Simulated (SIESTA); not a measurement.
**SIESTA run on ZnO (P6_3mc, 4 atoms in the cell): self-consistent single point**

Method: SIESTA with GGA PBE, numerical atomic orbitals DZP, PseudoDojo PBE standard norm-conserving potentials (rewritten from UPF to PSML).

The input file:

```
# files in the folder: Zn.psml O.psml (PseudoDojo PBE standard)
SystemName  ZnO
SystemLabel zno

NumberOfAtoms                4
NumberOfSpecies              2
%block ChemicalSpeciesLabel
  1 30 Zn
  2 8 O
%endblock ChemicalSpeciesLabel
LatticeConstant              3.237350 Ang
%block LatticeVectors
     1.000000000    0.000000000    0.000000000
    -0.500000000    0.866025298    0.000000000
     0.000000000    0.000000000    1.613066242
%endblock LatticeVectors
AtomicCoordinatesFormat      ScaledCartesian
%block AtomicCoordinatesAndAtomicSpecies
     0.500000500    0.288674811    0.807484830  1
    -0.000000500    0.577350488    0.000951709  1
     0.500000500    0.288674811    1.419046635  2
    -0.000000500    0.577350488    0.612513514  2
%endblock AtomicCoordinatesAndAtomicSpecies

XC.functional                GGA
XC.authors                   PBE
PAO.BasisSize                DZP
PAO.EnergyShift              0.005 Ry
MeshCutoff                   400 Ry
%block kgrid.MonkhorstPack
    6   0   0  0.0
    0   6   0  0.0
    0   0   4  0.0
%endblock kgrid.MonkhorstPack
OccupationFunction           FD
ElectronicTemperature        10.0 meV

MaxSCFIterations             150
SCF.Mixer.Method             Pulay
SCF.Mixer.Weight             0.1
SCF.Mixer.History            8
SCF.DM.Tolerance             1.0E-05
Diag.ParallelOverK           true
WriteForces                  true
Charge.Mulliken              end
```

Log, with long lists cut:

```
reinit: Reading from file input.fdf

reinit: System Name: ZnO
reinit: System Label: zno

coor:   Atomic-coordinates input format  =     Cartesian coordinates
coor:                                          (in units of alat)

siesta: Atomic coordinates (Bohr) and species
siesta:      3.05886   1.76603   4.93995  1        1
siesta:     -0.00000   3.53206   0.00582  1        2
siesta:      3.05886   1.76603   8.68131  2        3
siesta:     -0.00000   3.53206   3.74718  2        4

siesta: System type = bulk

initatomlists: Number of atoms, orbitals, and projectors:      4    64    62

siesta: ******************** Simulation parameters ****************************
redata: Spin configuration                          = none
redata: Time-Reversal Symmetry                      = T
redata: Number of Atomic Species                    =        2
redata: Mesh Cutoff                                 =   400.0000 Ry
redata: Net charge of the system                    =     0.0000 |e|
redata: Min. number of SCF Iter                     =        0
redata: Max. number of SCF Iter                     =      150
redata: SCF convergence failure will abort job
redata: SCF mix quantity                            = Hamiltonian
redata: Mix DM or H after convergence               =   F
redata: Recompute H after scf cycle                 =   F
redata: Mix DM in first SCF step                    =   T
redata: No kicks to SCF
redata: DM Mixing Weight for Kicks                  =     0.5000
redata: Require Harris convergence for SCF          =   F
redata: Harris energy tolerance for SCF             =     0.000100 eV
redata: Require DM convergence for SCF              =   T
redata: DM tolerance for SCF                        =     0.000010
redata: Require EDM convergence for SCF             =   F
redata: EDM tolerance for SCF                       =     0.001000 eV
redata: Require H convergence for SCF               =   T
   [... lines left out ...]
diag: Parallel distribution                         =     1 x     1
diag: Used triangular part                          = Lower
diag: Absolute tolerance                            =  0.100E-15
diag: Orthogonalization factor                      =  0.100E-05
diag: Memory factor                                 =  1.0000

superc: Internal auxiliary supercell:     5 x     5 x     5  =     125
superc: Number of atoms, orbitals, and projectors:    500   8000   7750

                        Single-point calculation

superc: Internal auxiliary supercell:     5 x     5 x     5  =     125
superc: Number of atoms, orbitals, and projectors:    500   8000   7750

outcell: Unit cell vectors (Ang):
        3.237350    0.000000    0.000000
       -1.618675    2.803627    0.000000
        0.000000    0.000000    5.222060

outcell: Cell vector modules (Ang)   :    3.237350    3.237350    5.222060
outcell: Cell angles (23,13,12) (deg):     90.0000     90.0000    120.0000
outcell: Cell volume (Ang**3)        :     47.3971
new_DM -- step:     1
Initializing Density Matrix...

Attempting to read DM from file... Failed...
DM filled with atomic data:

InitMesh: MESH = 36 x 36 x 64 = 82944
InitMesh: Mesh cutoff (required, used) =   400.000   415.124 Ry

stepf: Fermi-Dirac step function
        iscf     Eharris(eV)        E_KS(eV)     FreeEng(eV)     dDmax    Ef(eV) dHmax(eV)
   scf:    1   -12210.043577   -12251.185034   -12251.186418  1.239019 -1.220333 22.837492
   scf:    2   -12277.219662   -12265.198389   -12265.198582  0.195269 -2.241159 15.155027
   scf:    3   -12279.732430   -12274.801399   -12274.801399  0.377546 -2.580286  4.006900
   scf:    4   -12274.909751   -12274.856899   -12274.856899  0.011193 -2.625893  3.697332
   scf:    5   -12275.264613   -12275.121630   -12275.121630  0.137967 -3.474522  0.209604
   scf:    6   -12275.108676   -12275.115636   -12275.115636  0.009870 -3.513659  0.376032
   [... 2 lines left out ...]
   scf:    9   -12275.126310   -12275.126305   -12275.126305  0.000503 -3.506632  0.006267
   scf:   10   -12275.126306   -12275.126306   -12275.126306  0.000334 -3.508754  0.001988
   scf:   11   -12275.126306   -12275.126306   -12275.126306  0.000111 -3.508264  0.000882
   scf:   12   -12275.126306   -12275.126306   -12275.126306  0.000032 -3.508479  0.000122
   scf:   13   -12275.126306   -12275.126306   -12275.126306  0.000005 -3.508499  0.000064
SCF Convergence by DM+H criterion
max |DM_out - DM_in|         :     0.0000052771
max |H_out - H_in|      (eV) :     0.0000636993
SCF cycle converged after 13 iterations

Using DM_out to compute the final energy and forces

siesta: E_KS(eV) =           -12275.1263

siesta: E_KS - E_eggbox =    -12275.1263

siesta: Atomic forces (eV/Ang):
     1   -0.000081    0.000048    0.016366
     2    0.000080   -0.000047    0.016366
     3   -0.000038    0.000023   -0.010738
     4    0.000038   -0.000023   -0.010738
   Tot   -0.000001    0.000000    0.011256
   Max    0.016366
   Res    0.007991    sqrt( Sum f_i^2 / 3N )
   Max    0.016366    constrained

Stress tensor Voigt[x,y,z,yz,xz,xy] (kbar):      -57.96      -57.80      -49.57       -0.00       -0.00        0.14
(Free)E + p*V (eV/cell)   -12273.4959
Target enthalpy (eV/cell)   -12275.1263

siesta: Program's energy decomposition (eV):
siesta: Ebs     =     -1825.476290
siesta: Eions   =     14309.428423
siesta: Ena     =       557.383489
siesta: Ekin    =      5659.848631
siesta: Enl     =     -2776.209337
siesta: Eso     =         0.000000
siesta: Edftu   =         0.000000
siesta: DEna    =        41.380788
siesta: DUscf   =         5.944492
siesta: DUext   =         0.000000
siesta: Ex      =     -1375.963739
siesta: Ec      =       -78.082207
siesta: Exc     =     -1454.045947
siesta: Eharris =    -12275.126306
siesta: Etot    =    -12275.126306
siesta: FreeEng =    -12275.126306

siesta: Stress tensor (static) (eV/Ang**3):
siesta:    -0.036176    0.000085   -0.000000
siesta:     0.000085   -0.036078   -0.000000
siesta:    -0.000000   -0.000000   -0.030941

siesta: Cell volume =         47.397097 Ang**3

siesta: Pressure (static):
siesta:                Solid            Molecule  Units
siesta:           0.00037465          0.00037878  Ry/Bohr**3
siesta:           0.03439846          0.03477765  eV/Ang**3
siesta:          55.11240396         55.71993764  kBar

mulliken: Atomic and Orbital Populations:

Species: Zn
Atom  Qatom  Qorb
               3s      4s      4s      3py     3pz     3px     4py     4pz
               4px     3dxy    3dyz    3dz2    3dxz    3dx2-y2 3dxy    3dyz
               3dz2    3dxz    3dx2-y2
   1 19.115   1.995   0.860  -0.335   2.000   2.001   2.000   0.226   0.212
              0.226   1.918   1.927   1.915   1.927   1.918   0.068   0.059

              0.071   0.059   0.068
   2 19.115   1.995   0.860  -0.335   2.000   2.001   2.000   0.226   0.212
              0.226   1.918   1.927   1.915   1.927   1.918   0.068   0.059

              0.071   0.059   0.068

Species: O
Atom  Qatom  Qorb
               2s      2s      2py     2pz     2px     2py     2pz     2px
               3Pdxy   3Pdyz   3Pdz2   3Pdxz   3Pdx2-y2
   3  6.885   1.810  -0.025   1.941   1.935   1.941  -0.254  -0.252  -0.254
              0.009   0.008   0.008   0.008   0.009
   4  6.885   1.810  -0.025   1.941   1.935   1.941  -0.254  -0.252  -0.254
              0.009   0.008   0.008   0.008   0.009

mulliken: Qtot =       52.000

Mulliken Atomic Populations:
Atom #   charge [q] valence [e]  Species
     1     0.884516   19.115484  Zn
     2     0.884516   19.115484  Zn
     3    -0.884516    6.884516  O
     4    -0.884516    6.884516  O
 Total     0.000000
```

The run converged in 13 iterations.

The starting cell comes from a database of computed structures (which also holds hypothetical and non-ambient phases and stackings), without a prior relaxation at this level. Values carry the incompleteness of an atom-centred basis. With a pressure of about 6 GPa the cell is away from its equilibrium volume at this level.
